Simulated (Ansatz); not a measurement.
Results of r²SCAN in Ansatz (plane waves, PAW) for Ge (P6₃/mmc, No. 194, 8 atoms in the cell; start mp-1091415; another form than the element's usual one).

Settings: plane-wave cutoff 560 eV, 18×18×4 k mesh (along the axes of the cell as run), Fermi–Dirac smearing 0.05 eV, scalar-relativistic PAW data made under PBE.

Cell (relaxed at this level):

```yaml
crystal:
  lattice:
    - [4.00246, 0.00000, 0.00000]
    - [-2.00123, 3.46623, 0.00000]
    - [0.00000, 0.00000, 13.14939]
  atoms:
    - { symbol: Ge, position: [0.00000, 0.00000, 0.40684] }
    - { symbol: Ge, position: [0.00000, 0.00000, 0.59316] }
    - { symbol: Ge, position: [0.00000, 0.00000, 0.90684] }
    - { symbol: Ge, position: [0.00000, 0.00000, 0.09316] }
    - { symbol: Ge, position: [0.33333, 0.66667, 0.34411] }
    - { symbol: Ge, position: [0.66667, 0.33333, 0.65589] }
    - { symbol: Ge, position: [0.66667, 0.33333, 0.84411] }
    - { symbol: Ge, position: [0.33333, 0.66667, 0.15589] }
```

Task: Give the computed band gap.

Result: 
- band gap = 0.28 eV (direct)

Spin–orbit coupling is not included.

Static lattice: no zero-point or thermal effects.

Computing time: roughly 2.5 core-minutes.

A start named mp-… is a Materials Project structure, which need not be a measured phase.

Ansatz is an electronic-structure program.
